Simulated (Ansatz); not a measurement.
SrHfO3 (P4mm, No. 99, 5 atoms in the cell; start mp-13108; a measured phase of this formula has another space group), treated with LDA in Ansatz (plane waves, PAW).

Settings: plane-wave cutoff 520 eV, 8×8×8 k mesh, Fermi–Dirac smearing 0.01 eV, scalar-relativistic PAW data made under PBE.

Cell (relaxed at this level):

```yaml
crystal:
  lattice:
    - [4.05873, 0.00000, 0.00000]
    - [0.00000, 4.05873, 0.00000]
    - [0.00000, 0.00000, 4.10195]
  atoms:
    - { symbol: Sr, position: [0.50000, 0.50000, 0.53908] }
    - { symbol: Hf, position: [0.00000, 0.00000, 0.99954] }
    - { symbol: O, position: [0.50000, 0.00000, 0.96014] }
    - { symbol: O, position: [0.00000, 0.50000, 0.96014] }
    - { symbol: O, position: [0.00000, 0.00000, 0.48511] }
```

Predict the band gap and bulk modulus B0.


- band gap = 3.72 eV (on the SCF k mesh)
- bulk modulus B0 = 170 GPa

Note: the relaxation could not lower the start's symmetry, so the cell can be a saddle point above a distorted one; the bulk modulus is −V dP/dV from two relaxed cells at ±2 % in volume.

Spin–orbit coupling is not included.

The computed numbers hold no vibrational or temperature effects.

A start named mp-… is a Materials Project structure, which need not be a measured phase.

Ansatz is an electronic-structure program.
